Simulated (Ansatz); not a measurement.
Abridged Ansatz (an electronic-structure program) output:

```
Pseudopotential: Zr, paw, valence charge 12
Pseudopotential: Ir, paw, valence charge 17
Crystal: 2 atoms, lattice volume = 34.912 Å³
Basis set: ecut = 420 eV, 691 PW (Γ), exchange–correlation on 48×48×48 points (8 copies of the dense FFT grid, shifted against one another)
Bands: 19, of which v1, the nominal top of the filled ones, is band 15 counted from 1 (14 counted from 0)
Symmetry: 48 space group operations
k-points: 120 of 2744
Functional: x = pbesol(κ = 0.804, μ = 0.12345679012345678), c = pbesol(β = 0.046)
SCF iter   1: F=—  HF=-15929.197383 eV  |F-HF|=—  |Δ(HF+E_count)|=         —  Δρ=4.91e-3  dr2=2.87e-3  ethr=1.77e-3  ⟨swp⟩=4.1  Hψ=9083  notcnv=0
SCF iter   2: F=—  HF=-15929.197677 eV  |F-HF|=—  |Δ(HF+E_count)|=   2.94e-4  Δρ=2.73e-3  dr2=9.00e-4  ethr=9.90e-6  ⟨swp⟩=2.1  Hψ=3927  notcnv=0
SCF 1 converged in 7 iterations: F = -15929.197514 eV  dr2 = 3.92e-12
SCF converged after 7 iterations
Free energy (F): -15929.197514 eV
Internal energy: -15929.179344 eV  (E = F + TS)
E sigma→0 (E₀):  -15929.188429 eV
Entropy (-TS):   -0.018170 eV (-9.085 meV/atom)
Fermi energy:    19.941193 eV
--- Forces (eV/Å), atoms counted from 1 ---
  atom   1  Zr     0.00000000    -0.00000000     0.00000000
  atom   2  Ir    -0.00000000     0.00000000     0.00000000
--- Stress (GPa, compression-positive) ---
       -0.000629       0.000000       0.000000
        0.000000      -0.000629      -0.000000
        0.000000       0.000000      -0.000629
  P = ⅓ Tr σ = -0.0006 GPa (-0.006 kbar)
```

**Question.** What was computed, and what are the main results?

**Answer.** ZrIr, 2 atoms in the cell, with Ansatz, PBEsol, PAW, cutoff 420 eV, spin-orbit coupling left out. The last SCF converged to F = -15929.197514 eV, or -7964.5988 eV per atom, at a pressure of 0.00 GPa. The total energy compares only with runs of the same code, potentials and settings.

No phonon test of stability was made. The final runs are not spin-polarised. An odd electron count without spin: ZrIr. The cell is ZrIr in the CsCl type structure (space group Pm-3m, No. 221).
